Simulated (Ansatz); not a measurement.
Consider Ru in the hcp (Mg type) structure (space group P6_3/mmc, No. 194; relaxed with 0.1 eV smearing).

```
CELL_PARAMETERS angstrom
      2.70429     0.00000     0.00000
     -1.35214     2.34198     0.00000
      0.00000     0.00000     4.26291
ATOMIC_POSITIONS crystal
  Ru 0.66667 0.33333 0.75000
  Ru 0.33333 0.66667 0.25000
```

Cartesian axes are those of the cell as printed.

The values are results of Ansatz (a quantum-chemistry and plane-wave program) r2SCAN, spin-orbit coupling left out, not measurements.

Strains are applied to the cell and any free atomic positions relax.

One change was made to it. Results:

| quantity | base | after |
|---|---|---|
| energy relative to the base (free energy F) | 0 meV/atom | +2.4 meV/atom |
| shortest interatomic distance | 2.642 Å | 2.624 Å |

Question: What was done to the base?
(A) tensor shear ε_xz = +0.86 %
(B) tensor shear ε_xz = +2.00 %
(C) tensor shear ε_xz = +0.57 %

Answer: A, tensor shear ε_xz = +0.86 %. For comparison, the energy relative to the base in the other runs: tensor shear ε_xz = +2.00 % gives +13 meV/atom; tensor shear ε_xz = +0.57 % gives +1.1 meV/atom.

No phonon test of stability was made. All final runs are without spin polarisation.
